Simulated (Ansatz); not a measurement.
ScSbTe (model structure, started from the ZrSiS type, P4/nmm, No. 129, 6 atoms in the cell): properties by level of theory

```tsv
level (code)	equilibrium lattice constant a (Å)	c axis length (Å)	bulk modulus (GPa)	cohesive energy (eV/atom)
LDA (Ansatz)	?	8.575	?	?
PBE (Ansatz)	4.186	8.813	64.1	3.93
PBEsol (Ansatz)	?	8.664	71.2	4.40
r²SCAN (Ansatz)	?	8.845	68.1	3.92
```

Some entries are withheld; supply them.


- LDA (Ansatz, a first-principles code), equilibrium lattice constant a (Å): 4.090
- LDA (Ansatz), bulk modulus (GPa): 76.0
- LDA (Ansatz), cohesive energy (eV/atom): 4.88
- PBEsol (Ansatz), equilibrium lattice constant a (Å): 4.126
- r²SCAN (Ansatz), equilibrium lattice constant a (Å): 4.168

Caveats: the bulk modulus is −V dP/dV from two relaxed cells at ±2 % in volume (LDA, PBE, PBEsol, r²SCAN). Ansatz's density-functional and Hartree–Fock values are scalar-relativistic unless marked +SOC, with PAW data made under PBE.

Free atoms are spin-polarised, in the lowest state found; at levels without +SOC their spin–orbit coupling is left out.

Static lattice: no zero-point or thermal effects.

A model structure was made by putting elements into a prototype or built by hand; it is no filed structure, need not be a known phase, and can be a saddle point held by its symmetry.
